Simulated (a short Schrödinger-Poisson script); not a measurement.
Symmetric double-gate stack, HfO2 on p-type Si(100)

Structure: symmetric double-gate stack, HfO2 on p-type Si(100), at 400 K.

```tsv
layer	material	thickness (nm)	Na (cm⁻³)
1	HfO2	10.8	-
2	Si	7	2e15
3	HfO2	10.8	-
```

Constants are typed, rounded textbook-type inputs, not results; the design itself was drawn at random and stands for no fabricated device. HfO2: permittivity 22, conduction-band edge (eV) 1.55, gap (eV) 5.7, electron mass (mₑ) 0.2. Si: permittivity 11.7, conduction-band edge (eV) 0, gap (eV) 1.124, Nv at 300 K (cm⁻³) 3.1e19.

Channel valleys (confinement mass, in-plane density-of-states mass, number): Δ2 0.916, 0.19, 2; Δ4 0.19, 0.417, 4. At the gates, both at one voltage, the conduction-band edge of layer 1 lies 2.11 eV − eVg above the Fermi level of the channel. Gaps are held at their typed values at every temperature. Mesh 0.03 nm at interfaces.

From a short Schrödinger-Poisson script (our own, NumPy): 1D Poisson equation in equilibrium, electrons quantum, Hartree (BenDaniel-Duke, 12 states a valley, the channel's in-plane mass for all, wave functions ending at the dielectric), parabolic valleys, classical holes, full ionisation, no traps, pinning or gate leakage.

| Vg (V) | electrons (cm⁻²) | C (μF/cm²) | Δ2 E0 (meV) | Δ2 E1 (meV) | Δ4 E0 (meV) | Δ4 E1 (meV) |
|---|---|---|---|---|---|---|
| 0 | 1.30e6 | < 0.003 | 568.5 | 593.6 | 600.5 | 721.6 |
| 0.2 | 4.29e8 | < 0.003 | 368.5 | 393.6 | 400.5 | 521.6 |
| 0.4 | 1.16e11 | 0.455 | 175.4 | 200.1 | 207.4 | 328.2 |
| 0.6 | 1.88e12 | 2.09 | 79.4 | 99.1 | 111.8 | 227.5 |
| 0.8 | 4.80e12 | 2.50 | 46.2 | 59.4 | 80.8 | 189.3 |
| 1 | 8.05e12 | 2.68 | 25.9 | 34.3 | 64.8 | 166.9 |
| 1.2 | 1.15e13 | 2.79 | 9.9 | 15.1 | 54.5 | 151.2 |
| 1.4 | 1.50e13 | 2.86 | -4.0 | -0.7 | 47.2 | 139.3 |
| 1.6 | 1.86e13 | 2.92 | -16.7 | -14.5 | 41.5 | 129.7 |
| 1.8 | 2.23e13 | 2.96 | -28.4 | -27.0 | 36.9 | 121.6 |
| 2 | 2.60e13 | 2.99 | -39.5 | -38.5 | 32.9 | - |

Subbands count from the Fermi level; a dash marks a level above the dielectric's band edge. The capacitance is that of both gates.
